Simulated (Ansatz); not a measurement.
The starting structures come from a database of crystals and need not be the phases stable at ambient conditions.

Where the default PAW files enter, the runs use the earlier of Ansatz's two default sets.

## Evanescent states of CuI (P6_3mc, wurtzite, not sure to be the ambient phase, 4 atoms a cell, 27.2 Å³ an atom) along the normal of (001)

Calculation: r2SCAN (plane waves, PAW; Ansatz, a quantum-chemistry and plane-wave program).

The gap is the functional's own, uncorrected, and κ follows it; spin-orbit coupling is left out. Mid-gap means the computed energy nearest the middle.

Energies count from the valence-band top; κ is the least over a 12×12 mesh across the current.

```json
[
 {"E (eV)": "0.05", "κ (1/Å)": "0.076", "where": "Γ"},
 {"E (eV)": "0.15", "κ (1/Å)": "0.099", "where": "Γ"},
 {"E (eV)": "0.25", "κ (1/Å)": "0.115", "where": "Γ"},
 {"E (eV)": "0.35", "κ (1/Å)": "0.126", "where": "Γ"},
 {"E (eV)": "0.45", "κ (1/Å)": "___", "where": "Γ"},
 {"E (eV)": "0.55", "κ (1/Å)": "___", "where": "Γ"},
 {"E (eV)": "0.65", "κ (1/Å)": "___", "where": "Γ"},
 {"E (eV)": "0.75", "κ (1/Å)": "___", "where": "Γ"},
 {"E (eV)": "0.85", "κ (1/Å)": "___", "where": "Γ"},
 {"E (eV)": "0.95", "κ (1/Å)": "___", "where": "Γ"},
 {"E (eV)": "1.05", "κ (1/Å)": "___", "where": "Γ"},
 {"E (eV)": "1.15", "κ (1/Å)": "___", "where": "Γ"},
 {"E (eV)": "1.25", "κ (1/Å)": "___", "where": "Γ"},
 {"E (eV)": "1.35", "κ (1/Å)": "0.113", "where": "Γ"},
 {"E (eV)": "1.45", "κ (1/Å)": "0.100", "where": "Γ"},
 {"E (eV)": "1.55", "κ (1/Å)": "0.082", "where": "Γ"},
 {"E (eV)": "1.65", "κ (1/Å)": "0.055", "where": "Γ"}
]
```

**Question.** What belongs in the gaps?

**Answer.** 
- 0.45, κ (1/Å): 0.134
- 0.55, κ (1/Å): 0.139
- 0.65, κ (1/Å): 0.142
- 0.75, κ (1/Å): 0.143
- 0.85, κ (1/Å): 0.143
- 0.95, κ (1/Å): 0.140
- 1.05, κ (1/Å): 0.137
- 1.15, κ (1/Å): 0.131
- 1.25, κ (1/Å): 0.123
